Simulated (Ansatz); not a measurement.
Take PbZrO$_{3}$ in the cubic perovskite structure (space group Pm-3m, No. 221; a = 4.141 Å; a cell from a computed database, its experimental status unchecked) as the base. Axes: x, y, z lie along the cube axes.

The change: the symmetric strain tensor [-0.0021 0.0017 0.0014; 0.0017 0.0029 -0.0024; 0.0014 -0.0024 0.0048], atoms relaxed at fixed cell.

Levels (all Ansatz, a first-principles code, PAW): PBEsol (420 eV, without spin-orbit coupling); r2SCAN (500 eV, spin-orbit coupling left out); HSE06 (420 eV, scalar-relativistic without spin-orbit coupling).

One geometry, relaxed with PBEsol, under each level:

```json
[
 {"level": "PBEsol", "band gap": "2.29 eV", "lowest conduction level above the VBM at special points": "X 2.29 eV; Z 2.32 eV; Y 2.33 eV; Γ 3.66 eV", "pressure": "-9.3 kbar"},
 {"level": "r2SCAN", "band gap": "(withheld)", "lowest conduction level above the VBM at special points": "(withheld)", "pressure": "(withheld)"},
 {"level": "HSE06", "band gap": "3.44 eV", "lowest conduction level above the VBM at special points": "X 3.44 eV; Z 3.47 eV; Y 3.48 eV; Γ 5.06 eV", "pressure": "–"}
]
```

**Question.** Give the withheld r2SCAN results.

**Answer.** 
- r2SCAN, band gap: 2.84 eV
- r2SCAN, lowest conduction level above the VBM at special points: X 2.84 eV; Z 2.88 eV; Y 2.89 eV; Γ 4.25 eV
- r2SCAN, pressure: 13.3 kbar

Single points use the geometry relaxed with PBEsol. Their cutoffs differ, which shifts pressures a little. HSE06 was sampled on its mesh, a few special points and the semilocal edge points, so its gap is an upper bound. With Pb present, leaving out spin-orbit coupling can change the band edges. Whether these cells are dynamically stable was not tested. Many cubic perovskites are stable only at high temperature; tilts and polar distortions were not tested. k-point labels follow each cell's own Brillouin zone.
